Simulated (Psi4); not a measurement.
Psi4 1.11, unrestricted B3LYP/def2-svp: [SiH3][CH][SiH3], charge 0, multiplicity 2, 10 atoms. The geometry is a generated start, not checked to be a minimum at this level.

* **task**: energy
* **method**: b3lyp
* **basis**: def2-svp
* **memory**: 3 GB
* **maxiter**: 100
* **keys of the molecule block**: symmetry c1
* **scf_type**: df (default)
* **e_convergence**: 1e-06 (default)
* **d_convergence**: 1e-06 (default)
* **dft_radial_points**: 75 (default)
* **dft_spherical_points**: 302 (default)
* **basis functions**: 85
* **grid points**: 215665

```xyz
10

Si     1.6541     0.2147     0.2661
C      0.0768    -0.3555    -0.5403
Si    -1.6851    -0.0662    -0.0187
H      2.7363    -0.7183    -0.0661
H      2.0238     1.5502    -0.2273
H      1.4829     0.2794     1.7171
H      0.1990    -0.9282    -1.4520
H     -2.4441    -1.3183    -0.1401
H     -2.3166     0.9304    -0.8981
H     -1.7272     0.4118     1.3594
```

Charge 0 and multiplicity 2 are set for this test and not shown to be the ground state.

With the defaults (diis = true, scf_initial_accelerator = adiis, damping_percentage = 0, diis_max_vecs = 10, guess = auto, which took SAD, diis_start = 1) it converges in 9 SCF iterations. One run each on 2 threads, with these changes:
- diis_max_vecs = 3
- diis_max_vecs = 6
- diis = false, scf_initial_accelerator = none, damping_percentage = 60
- scf_initial_accelerator = none
- diis_start = 4
- damping_percentage = 20
- diis_max_vecs = 20
- scf_initial_accelerator = ediis
- guess = sap

Q: Which of these changes keep the SCF from converging, or lead it to another solution?

A: No convergence: diis = false, scf_initial_accelerator = none, damping_percentage = 60 (the run ends without SCF convergence in 100 iterations). The rest reach the solution of the defaults.

```json
[
 {"setting": "the defaults", "SCF iterations": "9", "end": "same solution"},
 {"setting": "scf_initial_accelerator = none", "SCF iterations": "9", "end": "same solution"},
 {"setting": "scf_initial_accelerator = ediis", "SCF iterations": "9", "end": "same solution"},
 {"setting": "diis_max_vecs = 6", "SCF iterations": "9", "end": "same solution"},
 {"setting": "diis_max_vecs = 20", "SCF iterations": "9", "end": "same solution"},
 {"setting": "diis_max_vecs = 3", "SCF iterations": "10", "end": "same solution"},
 {"setting": "guess = sap", "SCF iterations": "10", "end": "same solution"},
 {"setting": "diis_start = 4", "SCF iterations": "15", "end": "same solution"},
 {"setting": "damping_percentage = 20", "SCF iterations": "18", "end": "same solution"},
 {"setting": "diis = false, scf_initial_accelerator = none, damping_percentage = 60", "SCF iterations": "100", "end": "no convergence"}
]
```
